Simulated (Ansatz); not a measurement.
## Response to strain in hypothetical R-3m MgH2

Take MgH2 in the CdCl2 type structure (space group R-3m, No. 166; a = 3.0012 Å, c = 11.6711 Å (hexagonal axes); a hypothetical phase, not in the database extracts checked) as the base. Axes: x lies along a and z along c of the hexagonal cell.

Strains are applied to the cell and any free atomic positions relax; under biaxial strain the out-of-plane vector relaxes too; under stress the whole cell relaxes.

The values are results of PBE-D3(BJ), PAW, 420 eV (Ansatz, a first-principles code; spin-orbit coupling left out), not measurements.

Notes on the quantities. pressure: mean of the normal stresses, compression positive.

| case | band gap | gap character | pressure | volume per atom | smallest direct gap |
|---|---|---|---|---|---|
| base | 2.74 eV | indirect, k = (0, 0.154, -0.154) in the run's primitive reciprocal basis → F | 0.00 GPa | 10.12 Å³ | 3.64 eV |
| biaxial strain −0.18 %, plane normal [001], relaxed out of plane | 2.77 eV | indirect, k = (0.154, 0.308, 0) in the run's primitive reciprocal basis → F | 0.18 GPa | 10.09 Å³ | 3.65 eV |
| biaxial strain +3.84 %, plane normal [001], relaxed out of plane | 1.72 eV | ? | -2.86 GPa | 10.19 Å³ | 3.12 eV |
| isotropic strain −5.78 % | 2.49 eV | indirect, k = (0, 0.154, -0.154) in the run's primitive reciprocal basis → F | 9.75 GPa | 8.46 Å³ | 3.40 eV |
| isotropic strain −4.26 % | 2.57 eV | indirect, k = (0, 0.154, -0.154) in the run's primitive reciprocal basis → F | 6.57 GPa | 8.88 Å³ | 3.47 eV |
| isotropic strain −1.33 % | 2.70 eV | indirect, k = (0, 0.154, -0.154) in the run's primitive reciprocal basis → F | 1.74 GPa | 9.72 Å³ | 3.59 eV |
| isotropic strain +1.70 % | 2.80 eV | – | -1.85 GPa | 10.64 Å³ | 3.70 eV |
| uniaxial strain ε_xx = +2.28 % | 2.61 eV | indirect, k = (0.077, 0.077, -0.154) in the run's primitive reciprocal basis → L₂ | -1.15 GPa | 10.35 Å³ | 3.58 eV |
| uniaxial stress, 1 GPa tension along x | 2.65 eV | indirect, k = (0, 0.154, -0.154) in the run's primitive reciprocal basis → L₂ | – | ? | 3.60 eV |
| tensor shear ε_xz = −0.79 % | ? | indirect, k = (0.154, 0, -0.154) in the run's primitive reciprocal basis → T | 0.00 GPa | 10.11 Å³ | 3.58 eV |

Problem. What belongs in the blanks?

Solution. 
- biaxial strain +3.84 %, plane normal [001], relaxed out of plane, gap character: indirect, Γ–S₀ (21 % along) → F
- uniaxial stress, 1 GPa tension along x, volume per atom: 10.15 Å³
- tensor shear ε_xz = −0.79 %, band gap: 2.71 eV

Beyond what the load breaks, stability against distortions was not tested. k-point labels follow each cell's own Brillouin zone.
